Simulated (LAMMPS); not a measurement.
LAMMPS 22 Jul 2025, classical MD, Tersoff (SiC.tersoff): SiC, 21952 atoms.

- task = MD, nve
- potential = Tersoff, SiC.tersoff
- copies of the repeat unit = 14×14×14
- shape (slab and sphere leave vacuum in the box) = bulk
- temperature = 800 K
- steps = 1500
- timestep = 1 fs
- neighbor skin = 2 Å
- neigh_modify = every 1 delay 0 check yes
- thermo = 100
- newton = on (default)
- atom_modify sort (bins of 2 Å where set) = 1000 (default)
- comm_style = brick (default)
- box = 61.0 × 61.0 × 61.0 Å
- start = generated zinc blende lattice, warmed in an untimed run
- compared values = energy and forces of the first step, drift over the run

Machine: one whole node, Arm Neoverse V2, 96 cores on 1 socket, no SMT, 1 L3 cache group.

Each time is the median wall time of two to five repeats, run one at a time on the otherwise empty machine; start-up is included. Unless noted, each process is bound to its own block of adjacent cores. Build: PyPI wheel: MPICH, OPENMP and OPT packages. Other compilers and libraries give other times. Scratch files lie in a memory file system. A preparatory run goes ahead and isn't timed.

Measured:

| cores | layout | wall time |
|---|---|---|
| 2 | 2 ranks | 30 s |
| 4 | 4 ranks | 15 s |
| 8 | 8 ranks | 7.8 s |
| 16 | 16 ranks | 4.0 s |
| 48 | 48 ranks | 1.5 s |

Task: Fit T(p) = s + w/p to these times and predict the runs with 32 ranks and with 64 ranks. How well does the fit hold?

Result: A fit of relative deviations gives s = 0.26 s and w = 60 core-seconds; it misses the rows shown by at most 1 %.

| cores | layout | fit | measured | measured against fit |
|---|---|---|---|---|
| 32 | 32 ranks | 2.1 s | 2.1 s | -1 % |
| 64 | 64 ranks | 1.2 s | 1.2 s | +1 % |

Efficiency, counted from 2 cores, stays above one half up to 88 cores, the most tried. The shortest time, 1.1 s, comes at 88 cores. The share that grows most is that of start and exit outside the program's clock: from 0.49 % of the time on 2 cores to 27 % on 88. The largest part on 88 cores, pair forces (Pair), takes 29 s on 2 and 0.63 s there.
